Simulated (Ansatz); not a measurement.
Start from Rb2PdP2 (space group Cmcm, No. 63; a = 6.4986 Å, b = 14.4558 Å, c = 5.9601 Å; a cell from a computed database, its experimental status unchecked). Axes: x, y, z lie along a, b, c of the conventional cell.

Level of theory: Kohn–Sham DFT with the PBEsol functional, run in Ansatz (a quantum-chemistry and plane-wave program) with PAW and 420 eV plane waves, no SOC, earlier PAW set.

It is then changed as follows: uniaxial strain ε_zz = −1.94 %, all other strain components held at zero, atoms relaxed at fixed cell.

Predict the stress tensor and what it implies for the stiffness.

Stress of the strained cell less that of the base (GPa, compression positive):
```
   0.14    0.00    0.00
   0.00    0.46    0.00
   0.00    0.00    1.08
```

Then −Δσ_ii/ε with ε = -0.0194 gives secant stiffness values (nonlinear terms included at this strain): C33 ≈ 56 GPa and C23 ≈ 24 GPa.

Whether these cells are dynamically stable was not tested.
